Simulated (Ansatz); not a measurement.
Subject: the energy change on adding Co to slab B from Co (hcp). Reaction: cell B + Co (hcp) → cell A. The sign is products less reactants.

Cell A: a stack of composition Co2Ru7 built on Ru (hcp, P6₃/mmc) (0001), with 7 atoms on that crystal's sites, 9 atoms, hexagonal cell of 2.72 Å (6.4 Å²), symmetry P3m1, 16.7 Å thick under 16 Å of vacuum, in-plane vectors held at the crystal's, which may strain the added film; planes from bottom to top: Ru × 7 | Co × 2, its two faces unlike (dipole correction applied); against B it holds Co more, on a cell with one atom a plane; spin state with PBE: parallel moments, net moment 3.4 μB a cell, k-point mesh 20×20×1.
```
Co2Ru7
1.0
    2.72194     0.00000     0.00000
   -1.36097     2.35727     0.00000
    0.00000     0.00000    32.90903
Ru Co
7 2
Direct
  0.00000   0.00000   0.24657
  0.33333   0.66667   0.30928
  0.00000   0.00000   0.37462
  0.33333   0.66667   0.44013
  0.00000   0.00000   0.50553
  0.33333   0.66667   0.57065
  0.00000   0.00000   0.63512
  0.33333   0.66667   0.69779
  0.00000   0.00000   0.75307
```

Cell B: a stack of composition CoRu7 built on Ru (hcp, P6₃/mmc) (0001), with 7 atoms on that crystal's sites, 8 atoms, hexagonal cell of 2.72 Å (6.4 Å²), symmetry P3m1, 14.8 Å thick under 16 Å of vacuum, in-plane vectors held at the crystal's, which may strain the added film; planes from bottom to top: Ru × 7 | Co, its two faces unlike (dipole correction applied); spin state with PBE: net moment 1.8 μB a cell, k-point mesh 20×20×1.
```xyz
8
Lattice="2.7219 0.0000 0.0000 -1.3610 2.3573 0.0000 0.0000 0.0000 30.9962" Properties=species:S:1:pos:R:3 pbc="T T T"
Ru     0.0000     0.0000     8.1061
Ru     0.0000     1.5715    10.1693
Ru     0.0000     0.0000    12.3228
Ru     0.0000     1.5715    14.4757
Ru     0.0000     0.0000    16.6264
Ru     0.0000     1.5715    18.7783
Ru     0.0000     0.0000    20.9020
Co     0.0000     1.5715    22.8792
```

Reference: Co (hcp, P6₃/mmc), 2 atoms in the cell; spin state with PBE: parallel moments, net moment 3.2 μB a cell, k-point mesh 30×30×16 on the run's own vectors. Conventional cell: a = 2.493 Å, b = 2.493 Å, c = 4.037 Å, α = 90.00°, β = 90.00°, γ = 120.00°.

Plane-wave PAW calculations with Ansatz (a program for electronic structure), its default PAW set, cutoff 420 eV, 500 eV for r2SCAN. The structures are at rest with PBE, within the held lattices; other levels are single points on them. Neutral cells; Fermi-Dirac smearing of at most 0.10 eV in the solids, energies taken to zero width. The lattices are those relaxed with PBE or held as stated, so at other levels the solids can be strained, which adds to the spread. A dispersion term (D3(BJ), or D4 for r2SCAN) was computed beside these levels and is taken off wherever the name lacks it. No zero-point or thermal terms. The structures are the rest points that the relaxations reached, not proven lowest. No search over spin orders was made beyond those shown. Values are for these cell sizes. The state moves with the level: A has a net moment of 3.9 μB with r2SCAN and 3.4 μB with PBE; B has a net moment of 2.2 μB with r2SCAN and 1.8 μB with PBE; Co (hcp) has a net moment of 3.5 μB with r2SCAN and 3.2 μB with PBE. Cell A has symmetry P3m1 and got no random move, so less symmetric positions, which may lie lower, weren't tried. Cell B has symmetry P3m1 and got no random move, so less symmetric positions, which may lie lower, weren't tried.

Problem. What is the computed value (r2SCAN)?

Solution. 0.12 eV, for cell B + Co (hcp) → cell A.

Problem. List the value at the remaining levels and say how far they part.

Solution. 
```tsv
Level	value (eV)	less r2SCAN
PBE	0.11	-0.01
```

The levels span only 0.01 eV, too little to tell them apart.
